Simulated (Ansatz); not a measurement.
An Ansatz (a quantum-chemistry and plane-wave program) run: Sn with a change (isotropic strain +0.50 %); DFT with LDA, PAW potentials and a 420 eV plane-wave cutoff in Ansatz, no spin-orbit coupling.

Input:

Ansatz 0.2 input:
```yaml
crystal:
  lattice:
    - [0, 3.2534257985, 3.2534257985]
    - [3.2534257985, 0, 3.2534257985]
    - [3.2534257985, 3.2534257985, 0]
  atoms:
    - { symbol: Sn, position: [0, 0, 0] }
    - { symbol: Sn, position: [0.25, 0.25, 0.25] }
basis: { ecutwfc: 420, ecutrho_ratio: 4, xc_grid: 2, fft_grid_basis: typed }
kpoints: { mp_grid: { grid: [16, 16, 16] } }
hamiltonian:
  xc: lda
  dispersion: none
  pseudopotentials: { kind: paw }
scf: { occupations: { method: fermi_dirac, width: 0.1 }, convergence: { dr2_threshold: 0.0000000002 } }
relax: { f_tol: 0.005, max_steps: 50 }
output: { forces: true, stress: true }
checkpoint: { write: state.ck, write_every: 1000 }
```

Output (explanatory and most iteration lines left out):

```
Relaxation: its limit of steps is 50 (relax.max_steps)
Pseudopotential: Sn, paw, valence charge 14
Crystal: 2 atoms, lattice volume = 68.874 Å³
Basis set: ecut = 420 eV, 1363 PW (Γ), exchange–correlation on 64×64×64 points (8 copies of the dense FFT grid, shifted against one another)
Bands: 18, of which v1, the nominal top of the filled ones, is band 14 counted from 1 (13 counted from 0)
Symmetry: 48 space group operations
Space group: Fd-3m (ITA 227), of the structure as read, at distance tolerance 4.1e-5 Å
k-points: 145 of 4096
Functional: x = slater, c = lda
SCF iter   1: F=—  HF=-11759.034835 eV  |F-HF|=—  |Δ(HF+E_count)|=         —  Δρ=6.11e-3  dr2=1.14e-2  ethr=1.77e-3  ⟨swp⟩=5.9  Hψ=14020  notcnv=0
SCF iter   2: F=—  HF=-11759.030564 eV  |F-HF|=—  |Δ(HF+E_count)|=   4.27e-3  Δρ=2.78e-3  dr2=2.42e-3  ethr=4.09e-5  ⟨swp⟩=2.6  Hψ=5819  notcnv=0
SCF 1 converged in 8 iterations: F = -11759.030171 eV  dr2 = 4.17e-11
relax step   1: F+E_penalty+E_count = -11759.03017099 eV  Δ(F+E_penalty+E_count) = +0.000e0 eV  max|allowed force component| = 2.367e-18 eV/Å  Δτ_max = 0.0000 Å  (8 SCF iters, accepted)
SCF converged after 8 iterations
Free energy (F): -11759.030171 eV
Internal energy: -11759.024970 eV  (E = F + TS)
E sigma→0 (E₀):  -11759.027570 eV
Entropy (-TS):   -0.005201 eV (-2.601 meV/atom)
Fermi energy:    7.419378 eV
--- Forces (eV/Å), atoms counted from 1 ---
  atom   1  Sn    -0.00000000    -0.00000000     0.00000000
  atom   2  Sn    -0.00000000    -0.00000000     0.00000000
--- Stress (GPa, compression-positive) ---
       -0.653997       0.000000       0.000000
        0.000000      -0.653997      -0.000000
       -0.000000      -0.000000      -0.653997
  P = ⅓ Tr σ = -0.6540 GPa (-6.540 kbar)
--- Relaxed structure (1 steps of the walk, 1 accepted, 0 SCFs on fresh bases) ---
  atoms:
    - { symbol: Sn, position: [0.0, 0.0, 0.0] }
    - { symbol: Sn, position: [0.25, 0.25, 0.25] }
```

No phonon test of stability was made. The cell was made from Sn in the diamond structure (space group Fd-3m, No. 227) by this change: isotropic strain +0.50 %.
